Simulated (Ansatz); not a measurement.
System: CaC6 (R-3m, No. 166, 7 atoms in the cell). Method: r²SCAN+rVV10 in Ansatz (PAW).

Settings: plane-wave cutoff 560 eV, 16×16×16 k mesh, Fermi–Dirac smearing 0.05 eV, scalar-relativistic PAW data made under PBE.

Cell (relaxed at this level):

```xyz
7
Lattice="4.6063 -2.1633 -0.0224 4.6063 2.1633 -0.0224 3.6078 0.0000 3.5891" Properties=species:S:1:pos:R:3 pbc="T T T"
Ca     0.0000     0.0000     0.0000
C      6.4102     1.4419     1.7722
C      6.0775    -0.7210     2.9758
C      6.7430    -0.7210     0.5686
C      6.4102    -1.4419     1.7722
C      6.7430     0.7210     0.5686
C      6.0775     0.7210     2.9758
```

Q: Give the computed bulk modulus.

A: 
- bulk modulus = 122 GPa

The run finds no gap.

Note: the relaxation could not lower the start's symmetry, so the cell can be a saddle point above a distorted one; the bulk modulus comes from volumes at which shape and atoms were relaxed.

Computed values are for the static lattice.

Ansatz is a first-principles code.
